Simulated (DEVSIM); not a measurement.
Structure: W/Al2O3/p-In0.53Ga0.47As capacitor, at 300 K.

```
layer (left to right)        material  thickness (nm)  Na (cm⁻³)
---------------------  --------------  --------------  ---------
1                               Al2O3            19.0          -
2                      In0.53Ga0.47As           14000     1.6e15
```

Metal gate on the left, work function 4.6 eV. Fixed charge at the semiconductor interface -4.3e10 cm⁻² (in units of +e); no interface traps.

The device is made up for the run: typed textbook-type constants, with dimensions and the other settings drawn at random. Values at 300 K.

```tsv
parameter	Al2O3	In0.53Ga0.47As
gap (eV)	6.8	0.74
affinity (eV)	1.35	4.51
permittivity	9	13.9
Nc (cm⁻³)	-	2.1e17
Nv (cm⁻³)	-	7.7e18
```

Simulated with DEVSIM: 1D Poisson equation in equilibrium, Boltzmann statistics, complete ionisation; no quantum confinement or tunnelling. Metal contacts follow the ideal Schottky-Mott rule: no Fermi-level pinning, no interface dipoles.

The substrate doping was swept, all else fixed.

| substrate doping (cm^-3) | threshold voltage (band bending 2φF) (V) | minimum of the low-frequency capacitance (μF/cm²) | flat-band voltage (V) |
|---|---|---|---|
| 8e13 | -0.09 | 0.00765 | -0.34 |
| 1.6e14 | -0.07 | 0.00977 | -0.35 |
| 3.2e14 | -0.05 | 0.0127 | -0.37 |
| 8e14 | -0.01 | 0.0177 | -0.40 |
| 1.6e15 | 0.02 | 0.0233 | -0.41 |
| 3.2e15 | 0.05 | 0.0303 | -0.43 |

From the first row to the last the threshold voltage (band bending 2φF) goes from -0.09 to 0.05. From the first row to the last the minimum of the low-frequency capacitance goes from 0.00765 to 0.0303.
